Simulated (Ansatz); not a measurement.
Start from Cr in the bcc (W type) structure (space group Im-3m, No. 229; a = 2.848 Å; non-magnetic).

Level of theory: PBE/PAW in Ansatz (a first-principles code), no SOC, earlier PAW set.

Base values:

| Quantity | Result |
|---|---|
| Lattice parameter a | 5.382 bohr |
| Band gap | zero |

One thing is altered: cell and atoms relaxed at a pressure of 30 GPa.

### Question
What does the calculation give for the lattice parameter a and band gap after the change?

### Answer
The lattice parameter a decreases by 0.168 bohr to 5.214 bohr; the band gap stays zero.

Load acts through the strain it causes; cell and atoms are relaxed under it. Stability against distortions was not tested. Competing high-pressure phases were not computed. Seeded moments were not kept for the base. All final runs are without spin polarisation. Real Cr is antiferromagnetic at low temperature and ambient pressure, an order that this cell doesn't hold.
